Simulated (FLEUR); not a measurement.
Tetragonal strain at fixed volume: fcc Ir (space group 225) (FLEUR, LDA)

```
CELL_PARAMETERS angstrom
      0.00000     1.85950     2.00624
      1.85950     0.00000     2.00624
      1.85950     1.85950     0.00000
ATOMIC_POSITIONS crystal
  Ir 0.00000 0.00000 0.00000
```

Computed with FLEUR with LDA (Vosko-Wilk-Nusair), all-electron FLAPW (FLEUR), scalar-relativistic valence. Settings: Kmax = 4.9 1/bohr; GmaxXC = 17.2 1/bohr; xcFunctional = vwn; jspins = 1; l_soc = F; mode = hist; fermiSmearingEnergy = 0.00183747 Htr; mesh (inpgen div1-3) = 40 40 40; inpgen gamma flag = true; Gmax = 17.2 1/bohr; numbands = 0; maxIterBroyd = 40; imix = Anderson; alpha = 0.05; precondParam = 0; minDistance = 1e-05 me/bohr^3. The cell above is the first row's. The rows deform the cubic crystal at fixed volume: two cube axes by 1 + δ, the third by (1 + δ)⁻². E is the free energy at the stated smearing above the cubic cell, and y = E/δ². In all rows the k mesh is held.

```csv
δ (%),y (meV/atom per %²)
-2.5,?
-2.0,10.915
-1.5,10.856
-1.0,10.778
1.0,10.274
1.5,10.120
2.0,9.966
2.5,9.804
```

Problem. Using a straight line, estimate the missing y at δ = -2.5 from the other rows, showing the fit.

Solution. Means: δ 0.35714, y 10.3876. About the means, the sum of products is -4.9649 and the sum of squares of δ is 19.857; the slope is their ratio. Least squares gives y = 10.4769 - 0.25003·δ. Residuals (row less fit): -0.0620, 0.0041, 0.0511, 0.0471, 0.0181, -0.0108, -0.0478; standard error 0.0478 (degrees of freedom: 5). To second order E = 3(C11 - C12)·V·δ², so the intercept gives, with V = 13.874 Å^3/atom and δ in per cent, C11 - C12 = 10.4769 × 10⁴ × 0.160218 / (3 × 13.874) = 403 GPa. The slope measures the third-order term; a fourth-order term enters the intercept as a small bias. At the withheld row, y = 10.4769 - 0.25003 × (-2.5) = 11.1020 meV/atom per %². The calculation gives 10.964 meV/atom per %², 0.1380 meV/atom per %² below the prediction (11.9 % of the range of y in the table). The row lies outside the fitted rows, so this is an extrapolation. From the scatter of the fitted rows alone, a prediction at this place has a standard error of 0.0596 meV/atom per %², so the miss is 2.3 times that.

Carrying the step between the two nearest rows on in a straight line would have given 10.974, off by 0.010; series whose last step already gives the withheld value aren't shown. The reference cell has the volume at which an earlier scan in this program and functional put its minimum by a fit (its basis settings may differ). Spin polarisation is off. Values depend on the basis (sphere radii, cutoffs, local orbitals), which need not be converged. Spin-orbit coupling is off. In metals such curves are sensitive to mesh and smearing. Cutoffs and mesh are single choices, not tested for convergence of this quantity. Series with a scatter that would blur these digits, or in which a gap closes, are not shown. Strain series were run only where this level's volume lies within 10 % of a first guess from the measured size.
